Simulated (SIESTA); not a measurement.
A self-consistent single point of TiNbB4 (P6/mmm, 6 atoms in the cell) with SIESTA.

Method of the run: LDA PW92, numerical atomic orbitals DZP, PseudoDojo LDA standard norm-conserving potentials (rewritten from UPF to PSML) in SIESTA.

```xyz
6
Lattice="3.0870 0.0000 0.0000 -1.5435 2.6734 0.0000 0.0000 0.0000 6.5994" Properties=species:S:1:pos:R:3 pbc="T T T"
Ti     0.0000     0.0000     3.2997
Nb     0.0000     0.0000     0.0000
B      0.0000     1.7823     4.8887
B      1.5435     0.8911     1.7108
B      1.5435     0.8911     4.8887
B      0.0000     1.7823     1.7108
```

Reference input (self-consistent single point, DFT, GGA PBEsol, numerical atomic orbitals DZP, PseudoDojo PBEsol standard norm-conserving potentials (rewritten from UPF to PSML)): XC.functional = GGA; XC.authors = PBEsol; potentials = PseudoDojo PBEsol standard; PAO.BasisSize = DZP; PAO.EnergyShift = 0.005 Ry; MeshCutoff = 400 Ry; kgrid.MonkhorstPack = 10 10 4; OccupationFunction = FD; ElectronicTemperature = 1160.45 K; MaxSCFIterations = 150; SCF.Mixer.Method = Pulay; SCF.Mixer.Weight = 0.25. This run's input differs from it in these lines:

```diff
@@ -1,2 +1,2 @@
-# files in the folder: Ti.psml Nb.psml B.psml (PseudoDojo PBEsol standard)
+# files in the folder: Ti.psml Nb.psml B.psml (PseudoDojo LDA standard)
 SystemName  TiNbB4
@@ -27,4 +27,4 @@
 
-XC.functional                GGA
-XC.authors                   PBEsol
+XC.functional                LDA
+XC.authors                   PW92
 PAO.BasisSize                DZP
```

Output (repeated stretches shortened):

```
        iscf     Eharris(eV)        E_KS(eV)     FreeEng(eV)     dDmax    Ef(eV) dHmax(eV)
   scf:    1    -3539.958759    -3618.867181    -3618.926702  1.525469 -5.550435 21.642938
   scf:    2    -3605.860462    -3628.103422    -3628.167620  0.542957 -6.292925 16.930871
   scf:    3    -3630.947325    -3636.616303    -3636.670659  0.339458 -6.301695  5.640937
   scf:    4    -3637.213491    -3637.625886    -3637.680594  0.091214 -6.425884  1.255023
   scf:    5    -3637.519538    -3637.667732    -3637.721743  0.070997 -6.456516  0.913620
   [... 2 lines left out ...]
   scf:    8    -3637.705666    -3637.706329    -3637.760566  0.002271 -6.473549  0.117932
   scf:    9    -3637.706594    -3637.706717    -3637.760999  0.001671 -6.472700  0.016425
   scf:   10    -3637.706740    -3637.706733    -3637.761009  0.000187 -6.472230  0.000246
   scf:   11    -3637.706733    -3637.706733    -3637.761009  0.000025 -6.472238  0.000168
SCF Convergence by DM+H criterion
max |DM_out - DM_in|         :     0.0000254042
max |H_out - H_in|      (eV) :     0.0001677618
SCF cycle converged after 11 iterations

Using DM_out to compute the final energy and forces

siesta: E_KS(eV) =            -3637.7067

siesta: E_KS - E_eggbox =     -3637.7067

siesta: Atomic forces (eV/Ang):
     1   -0.000000    0.000000    0.000000
     2   -0.000000    0.000000    0.000000
     3    0.000059   -0.000034    0.137049
     4   -0.000059    0.000034   -0.137049
     5   -0.000059    0.000034    0.137049
     6    0.000059   -0.000034   -0.137049
   Tot   -0.000000    0.000000    0.000000
   Max    0.137049
   Res    0.064606    sqrt( Sum f_i^2 / 3N )
   Max    0.137049    constrained

   [... lines left out ...]
siesta: FreeEng =     -3637.761009
   [... lines left out ...]
siesta:     0.081512   -0.000001   -0.000000
siesta:    -0.000001    0.081510   -0.000000
siesta:    -0.000000   -0.000000    0.110137

siesta: Cell volume =         54.465149 Ang**3

siesta: Pressure (static):
siesta:                Solid            Molecule  Units
siesta:          -0.00099169         -0.00104974  Ry/Bohr**3
siesta:          -0.09105315         -0.09638262  eV/Ang**3
siesta:        -145.88322452       -154.42197603  kBar
```

The run converged in 11 iterations. Against the reference run the pressure goes from -9.03 to -14.59 GPa and the largest force goes from 0.151 to 0.137 eV/Å.

The starting cell comes from a database of computed structures (which also holds hypothetical and non-ambient phases and stackings), without a prior relaxation at this level. Its lattice was rescaled by a random factor within 2.5 % of one. Spin polarisation is off. Values carry the incompleteness of an atom-centred basis. With a pressure of about -15 GPa the cell is away from its equilibrium volume at this level.

Cost on one core of a shared machine: roughly 3 min.
